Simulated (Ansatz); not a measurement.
An Ansatz (a program for electronic structure) run: PtSe2 with a change (biaxial strain −2.50 %, plane normal [001], relaxed out of plane); PBEsol-D3(BJ) in Ansatz (plane waves to 420 eV, PAW, without spin-orbit coupling).

Input:

Ansatz 0.2 input:
```yaml
crystal:
  lattice:
    - [3.6450667641, 0, 0]
    - [1.822533382, 3.1567204162, 0]
    - [0, 0, 4.6929788692]
  atoms:
    - { symbol: Pt, position: [0, 0, 0] }
    - { symbol: Se, position: [0.3333333333, 0.3333333333, 0.2720132522] }
    - { symbol: Se, position: [0.6666666667, 0.6666666667, 0.7279867478] }
basis: { ecutwfc: 420, ecutrho_ratio: 4, xc_grid: 2, fft_grid_basis: typed }
kpoints: { mp_grid: { grid: [18, 18, 13] } }
hamiltonian:
  xc: pbesol
  dispersion: d3bj
  pseudopotentials: { kind: paw }
scf: { occupations: { method: fermi_dirac, width: 0.1 } }
relax: { f_tol: 0.005, max_steps: 50, cell: { stress_tol: 0.01, fix: [a, b, gamma] } }
output: { forces: true, stress: true }
checkpoint: { write: state.ck, write_every: 1000 }
```

Output (explanatory and most iteration lines left out):

```
Relaxation: its limit of steps is 50 (relax.max_steps)
Pseudopotential: Pt, paw, valence charge 18
Pseudopotential: Se, paw, valence charge 16
Crystal: 3 atoms, lattice volume = 54.000 Å³
Basis set: ecut = 420 eV, 1023 PW (Γ), exchange–correlation on 50×50×64 points (8 copies of the dense FFT grid, shifted against one another)
Bands: 30, of which v1, the nominal top of the filled ones, is band 25 counted from 1 (24 counted from 0)
Symmetry: 12 space group operations
Space group: P-3m1 (ITA 164), of the structure as read, at distance tolerance 3.8e-5 Å
k-points: 421 of 4212
Functional: x = pbesol(κ = 0.804, μ = 0.12345679012345678), c = pbesol(β = 0.046)
SCF iter   1: F=—  HF=-23234.766419 eV  |F-HF|=—  |Δ(HF+E_count)|=         —  Δρ=3.84e-3  dr2=7.72e-3  ethr=1.77e-3  ⟨swp⟩=5.2  Hψ=48277  notcnv=0
SCF iter   2: F=—  HF=-23234.767243 eV  |F-HF|=—  |Δ(HF+E_count)|=   8.24e-4  Δρ=2.52e-3  dr2=3.81e-3  ethr=1.54e-5  ⟨swp⟩=2.0  Hψ=28008  notcnv=0
SCF 1 converged in 7 iterations: F = -23234.765560 eV  dr2 = 5.58e-8
relax step   1: F+E_penalty+E_count = -23234.76555981 eV  Δ(F+E_penalty+E_count) = +0.000e0 eV  max|allowed force component| = 4.414e-1 eV/Å  Δτ_max = 0.0000 Å  P = +7.508 GPa  Ω = 54.000 Å³  fix = [a, b, gamma]  reactions: a +9.192, b +9.192 GPa  (7 SCF iters, dr2 threshold 1.00e-7 eV, accepted)
[... steps on the carried basis left out ...]
relax step   4: F+E_penalty+E_count = -23234.78564119 eV  Δ(F+E_penalty+E_count) = -2.492e-5 eV  max|allowed force component| = 1.611e-4 eV/Å  Δτ_max = 0.0008 Å  P = +3.685 GPa  Ω = 55.131 Å³  energy of the carried Pulay correction = -2.618e-4 eV  fix = [a, b, gamma]  reactions: a +5.528, b +5.528 GPa  (5 SCF iters, dr2 threshold 1.82e-8 eV, accepted)
Crystal: 3 atoms, lattice volume = 55.131 Å³
Basis set: ecut = 420 eV, 1037 PW (Γ), exchange–correlation on 50×50×72 points (8 copies of the dense FFT grid, shifted against one another)
SCF iter   1: F=—  HF=-23234.785328 eV  |F-HF|=—  |Δ(HF+E_count)|=         —  Δρ=6.02e-4  dr2=4.28e-6  ethr=9.44e-8  ⟨swp⟩=3.0  Hψ=79645  notcnv=0
SCF iter   2: F=—  HF=-23234.785748 eV  |F-HF|=—  |Δ(HF+E_count)|=   4.21e-4  Δρ=3.06e-4  dr2=1.11e-6  ethr=8.57e-9  ⟨swp⟩=2.0  Hψ=14841  notcnv=0
SCF 5 converged in 8 iterations: F = -23234.785892 eV  dr2 = 3.02e-13
SCF converged after 8 iterations
Free energy (F): -23234.785892 eV
Internal energy: -23234.759254 eV  (E = F + TS)
E sigma→0 (E₀):  -23234.772573 eV
Entropy (-TS):   -0.026638 eV (-8.879 meV/atom)
Fermi energy:    15.047014 eV
  E_disp       = -1.416936  (pairwise vdW)
--- Forces (eV/Å), atoms counted from 1 ---
  atom   1  Pt    -0.00000000     0.00000000     0.00000000
  atom   2  Se     0.00000000    -0.00000000     0.00007530
  atom   3  Se    -0.00000000     0.00000000    -0.00007530
--- Stress (GPa, compression-positive) ---
        5.524028      -0.000000       0.000000
       -0.000000       5.524028      -0.000000
        0.000000      -0.000000      -0.004357
  P = ⅓ Tr σ = 3.6812 GPa (36.812 kbar)
--- Relaxed structure (4 steps of the walk, 4 accepted, 1 SCFs on fresh bases) ---
  cell:  # Å, volume = 55.1306 Å³
    - [3.645066764099458, 2.8867511137300053e-11, -5.881456941047169e-34]
    - [1.822533382024729, 3.156720416214904, 1.9577863860080868e-33]
    - [-7.572303864845568e-34, 3.3477553928790926e-33, 4.7912794219924475]
  atoms:
    - { symbol: Pt, position: [-2.1028682835455274e-34, -2.711576418724335e-35, -2.4642819615231164e-19] }
    - { symbol: Se, position: [0.33333333333333337, 0.33333333333333326, 0.27486685979304787] }
    - { symbol: Se, position: [0.6666666666666667, 0.6666666666666665, 0.7251331402069521] }
```

Stability against distortions was not tested. The final runs are not spin-polarised. The cell was made from PtSe2 in the CdI2 type structure (space group P-3m1, No. 164; layered) by this change: biaxial strain −2.50 %, plane normal [001], relaxed out of plane.
